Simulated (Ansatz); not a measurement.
# SnO in the litharge type structure (space group P4/nmm, No. 129; layered, stacked along the Cartesian z axis)

```xyz
4
Lattice="3.7701 0.0000 0.0000 0.0000 3.7701 0.0000 0.0000 0.0000 4.5599" Properties=species:S:1:pos:R:3 pbc="T T T"
Sn     1.8850     0.0000     1.1558
Sn     0.0000     1.8850     3.4040
O      0.0000     0.0000     0.0000
O      1.8850     1.8850     0.0000
```

Level of theory: DFT with PBEsol-D3(BJ), PAW potentials and a 420 eV plane-wave cutoff in Ansatz (an electronic-structure program), no SOC. Settings: 12×12×10 k-points, 0.05 eV Fermi–Dirac smearing.

```yaml
volume_per_atom: 16.20 Å³
density: 6.90 g/cm³
band_gap: zero
total_energy: -3255.582 eV/atom (σ→0; compares only within this code and set-up)
```

Stability against distortions was not tested. All final runs are without spin polarisation. A zero or small gap of SnO can be the functional's error rather than a property of the material.
